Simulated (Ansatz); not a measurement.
**BP (model structure, started from the NiAs type, P6₃/mmc, No. 194, 4 atoms in the cell)**

The numbers are results of PBE (plane waves, PAW; Ansatz, a program for electronic structure), not measurements.

Run with plane-wave cutoff 520 eV, 24×24×12 k mesh (along the axes of the cell as run), Fermi–Dirac smearing 0.05 eV, scalar-relativistic PAW data made under PBE.

Cell (relaxed at this level):

Space group P6₃/mmc (No. 194); a = b = 3.073 Å, c = 5.055 Å, α = β = 90.00°, γ = 120.00°

| atom | site | symmetry | x | y | z |
|---|---|---|---|---|---|
| B | 2a | -3m. | 0.0000 | 0.0000 | 0.0000 |
| P | 2c | -6m2 | 0.3333 | 0.6667 | 0.2500 |

```yaml
band_gap: none
bulk_modulus: 156 GPa
```

Note: the bulk modulus is −V dP/dV from two relaxed cells at ±2 % in volume; the relaxation could raise the start's symmetry but not lower it, so the cell can be a saddle point.

The computed numbers hold no vibrational or temperature effects.

Cost on a shared machine: roughly 2.0 core-minutes.

A model structure was made by putting elements into a prototype or built by hand; it is no filed structure, need not be a known phase, and can be a saddle point held by its symmetry.
